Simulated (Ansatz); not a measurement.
Defect migration in corundum: interstitial Al, charge state +3. All values below come from PBE, PAW (plane waves to 420 eV; Ansatz, a first-principles code).

Cell of 120 host sites held at the relaxed PBE lattice; the Γ point alone; Fermi-Dirac width 0.01 eV, spin-restricted; finite-size errors left in. Energies are static. The charge state is imposed; whether it is stable for some Fermi level was not computed. Sites that were not tried may lie lower.

Barriers: single points on a 2×2×2 k-point mesh shifted by half a step along c at the bands' geometries.

A. a concerted move, in which Al travels most (a rearrangement that moves the defect's centre by under 1 Å); the atom moves 1.22 Å along (0.00, 0.00, -0.09) of the unit cell; the moving atom starts with neighbours 3 O at 1.74, 3 O at 2.25 Å and ends with 3 O at 1.74, 3 O at 2.25 Å; the start lies 0.96 eV above the lowest site run; saddle order first order.
B. Al moves alone to another site; the atom moves 1.13 Å along (0.00, 0.00, -0.09) of the unit cell; the moving atom starts with neighbours 3 O at 1.82, 3 O at 2.10 Å and ends with 3 O at 1.78, 3 O at 2.21 Å; saddle order first order.

Question: Order them by forward barrier (lowest first) at the level PBE, PAW.

Answer: A (0.26 eV), B (0.99 eV)
